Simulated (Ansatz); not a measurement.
Consider CdS in the wurtzite structure (space group P6_3mc, No. 186).

```
CdS
1.0
    4.16433     0.00000     0.00000
   -2.08216     3.60641     0.00000
    0.00000     0.00000     6.76883
Cd S
2 2
Direct
  0.66667   0.33333   0.00098
  0.33333   0.66667   0.50098
  0.66667   0.33333   0.62422
  0.33333   0.66667   0.12422
```

Method: r2SCAN (Ansatz, a quantum-chemistry and plane-wave program), no SOC, earlier PAW set.

For the base:

- Valence-band top at Γ: 0.00, 0.00, -0.04 eV
- Width of the top valence band: 1.66 eV
- Band gap: 1.63 eV
- Shortest interatomic distance: 254.5 pm

It is then changed as follows: Zn takes the place of Cd on all its sites; the structure is relaxed again.

Tabulated Pauling electronegativity and covalent radius: Cd 1.69, 1.44 Å; Zn 1.65, 1.22 Å.

Q: How does this affect the valence-band top at Γ, width of the top valence band, band gap and shortest interatomic distance?

A: The valence-band top at Γ (three highest levels, from the VBM) becomes 0.00, 0.00, -0.08 eV (base: 0.00, 0.00, -0.04 eV); the width of the top valence band rises by 0.52 eV, from 1.66 eV to 2.18 eV; the band gap increases by 1.146 eV, from 1.63 eV to 2.77 eV; the shortest interatomic distance falls by 21.1 pm to 233.4 pm.

No phonon test of stability was made.
